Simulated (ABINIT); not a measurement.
A self-consistent single point of Al2Au (Fm-3m, 3 atoms in the cell) with ABINIT.

Computed with PBEsol, PAW (JTH v2.0 PBE PAW, files made for PBE) (plane waves; ABINIT).

```yaml
crystal:
  lattice:
    - [0.00000, 3.02966, 3.02966]
    - [3.02966, 0.00000, 3.02966]
    - [3.02966, 3.02966, 0.00000]
  atoms:
    - { symbol: Al, position: [0.25000, 0.25000, 0.25000] }
    - { symbol: Al, position: [0.75000, 0.75000, 0.75000] }
    - { symbol: Au, position: [0.00000, 0.00000, 0.00000] }
```

Reference input (self-consistent single point, DFT, PBE, plane waves, PAW (JTH v2.0 PBE PAW)): pseudos = [Al.GGA_PBE-JTH.xml, Au.GGA_PBE-JTH.xml]; ecut = 52 Ry; pawecutdg = 104 Ry; pawxcdev = 0; ixc = 11; occopt = 3; tsmear = 0.00367493 Ha; ngkpt = 6 6 6; nshiftk = 1; shiftk = 0 0 0; potentials = JTH v2.0 PBE PAW; nband = 14. This run's input differs from it in these lines:

```diff
@@ -19,3 +19,3 @@
 pawxcdev 0
-ixc 11
+ixc -116133
 occopt 3
```

The program printed (abridged):

```
--- !BeginCycle
solver: {iscf: 17, nstep: 50, nline: 4, wfoptalg: 10, }
tolerances: {tolvrs: 1.00E-10, }
...

     iter   Etot(hartree)      deltaE(h)  residm     nres2
 ETOT  1  -38.384707366150    -3.838E+01 6.891E-02 4.271E+01
 ETOT  2  -38.595882405584    -2.112E-01 8.323E-03 3.927E+01
 ETOT  3  -38.447794312761     1.481E-01 4.967E-03 4.660E+00
 ETOT  4  -38.460096851149    -1.230E-02 4.356E-03 3.731E+00
 ETOT  5  -38.456660519016     3.436E-03 1.489E-03 1.897E+00
   [... 33 lines left out ...]
 ETOT 39  -38.458216401777     9.821E-11 1.701E-06 3.587E-09
 ETOT 40  -38.458216401775     1.577E-12 1.377E-06 7.530E-10
 ETOT 41  -38.458216401786    -1.058E-11 1.657E-06 4.847E-09
 ETOT 42  -38.458216401776     9.798E-12 1.164E-06 9.235E-11
 At SCF step   42       nres2   =  9.23E-11 < tolvrs=  1.00E-10 =>converged.

 Cartesian components of stress tensor (hartree/bohr^3)
  sigma(1 1)=  9.45851695E-05  sigma(3 2)=  0.00000000E+00
  sigma(2 2)=  9.45851695E-05  sigma(3 1)=  0.00000000E+00
  sigma(3 3)=  9.45851695E-05  sigma(2 1)=  0.00000000E+00

 ----iterations are completed or convergence reached----

 reduced coordinates (array xred) for    3 atoms
       0.250000000000      0.250000000000      0.250000000000
       0.750000000000      0.750000000000      0.750000000000
       0.000000000000      0.000000000000      0.000000000000
 cartesian forces (eV/Angstrom) at end:
    1      0.00000000000000    -0.00000000000000    -0.00000000000000
    2     -0.00000000000000     0.00000000000000     0.00000000000000
   [... lines left out ...]
 Fermi (or HOMO) energy (hartree) =   0.26662   Average Vxc (hartree)=  -0.36784
   [... lines left out ...]
'-kT*entropy'       : -1.08492672392951E-03
total_energy        : -3.84582240320992E+01
total_energy_eV     : -1.04650149671133E+03
...

-Cartesian components of stress tensor (GPa)         [Pressure= -2.7828E+00 GPa]
- sigma(1 1)=  2.78279129E+00  sigma(3 2)=  0.00000000E+00
- sigma(2 2)=  2.78279129E+00  sigma(3 1)=  0.00000000E+00
- sigma(3 3)=  2.78279129E+00  sigma(2 1)=  0.00000000E+00

 Calculation completed.
```

The run converged in 42 iterations. Against the reference run the pressure goes from 0.07 to -2.78 GPa.

The starting cell comes from a database of computed structures (which also holds hypothetical and non-ambient phases and stackings), without a prior relaxation at this level. Its lattice was rescaled by a random factor within 2.5 % of one. The potentials were made for another functional than the one used.

Cost on one core of a shared machine: roughly 3 min.
